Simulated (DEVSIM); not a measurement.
System: abrupt Si p-n junction, at 300 K.

Layer 1 from the left is Si, thickness (μm) 0.190, Na (cm⁻³) 1.9e17, τn (s) 5e-7, τp (s) 5e-7. Layer 2 from the left is Si, thickness (μm) 7.30, Nd (cm⁻³) 5.6e17, τn (s) 5e-7, τp (s) 5e-7.

Left contact: ohmic. Right contact: ohmic. Voltage is applied to the left contact. Recombination: SRH at mid-gap, radiative, Auger. Mobility is μmin + (μ − μmin)/(1 + (N/Nref)^α).

Constants are typed, rounded textbook-type inputs, not results; the design itself was drawn at random and stands for no fabricated device. Values at 300 K.

Si: gap (eV) 1.124, affinity (eV) 4.05, permittivity 11.7, Nc (cm⁻³) 2.86e19, Nv (cm⁻³) 3.1e19, μn (cm²/Vs) 1417, μp (cm²/Vs) 470, μn,min 52, μp,min 45, Nref,n 9.7e16, Nref,p 2.2e17, αn 0.68, αp 0.72, B (cm³/s) 4.7e-15, Cn (cm⁶/s) 2.8e-31, Cp (cm⁶/s) 9.9e-32.

Task: Estimate by hand the built-in potential, the peak field at zero bias, and compare with a numerical solution.

Result: 
- Built-in potential: ni = √(Nc Nv) exp(−Eg/2kT) = 1.08e10 cm⁻³ with Eg = 1.124 eV; Vbi = kT/q ln(Na Nd/ni²) = 0.891 V; numerical 0.891 V.
- Peak field at zero bias: depletion approximation: W = √(2εVbi/(qN)) = 0.0901 μm with N = 1.42e17 cm⁻³; field = 2Vbi/W = 198000 V/cm; numerical 192000 V/cm (estimate above by 3.0 %).

Simulated with DEVSIM: 1D drift-diffusion, Boltzmann statistics, complete ionisation; no tunnelling, impact ionisation, image-force lowering or self-heating.
